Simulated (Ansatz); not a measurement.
Base system: SiS₂ (space group Ibam, No. 72; a = 5.803 Å, b = 9.892 Å, c = 5.546 Å; made of chains).

Computed with r2SCAN (Ansatz, an electronic-structure program), no spin-orbit coupling.

One change was made to it. Results:

| quantity | base | after |
|---|---|---|
| gap character | indirect, Σ₀–Γ (22 % along) → k = (3/8, 3/8, -3/8) in the run's primitive reciprocal basis | direct at Γ |
| band gap | 3.31 eV | 0.38 eV |

Question: Which change produced these results?
A) pressure 9 GPa
B) pressure 18 GPa
C) pressure 4.2 GPa
D) pressure 45 GPa
E) pressure 1.8 GPa

Answer: D, pressure 45 GPa. For comparison, the band gap in the other runs: pressure 9 GPa gives 2.54 eV; pressure 4.2 GPa gives 2.78 eV; pressure 18 GPa gives 2.02 eV; pressure 1.8 GPa gives 3.01 eV.

Load acts through the strain it causes; cell and atoms are relaxed under it. No phonon test of stability was made. No other phases were tried under pressure. No dispersion term is included, though the crystal is made of layers, chains or molecules, so its spacings can come out too wide.
